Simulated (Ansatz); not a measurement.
## Er on the Ga site in zinc-blende GaSb

The numbers are results of PBE, PAW (plane waves to 420 eV; Ansatz, a program for electronic structure), not measurements. Details: 64-site cell; 2×2×2 shifted k-points; start: the Ga site; no spin–orbit coupling; no Hubbard U; the functional closes the host's gap; not converged in cell size.

Neighbours after relaxation, in Å: of the Er atom: Sb 2.94, Sb 2.95, Sb 2.95, Sb 2.97.

| charge | moment (μB) | largest move off a lattice site (Å) |
|---|---|---|
| 0 | 3.0 | 0.30 |
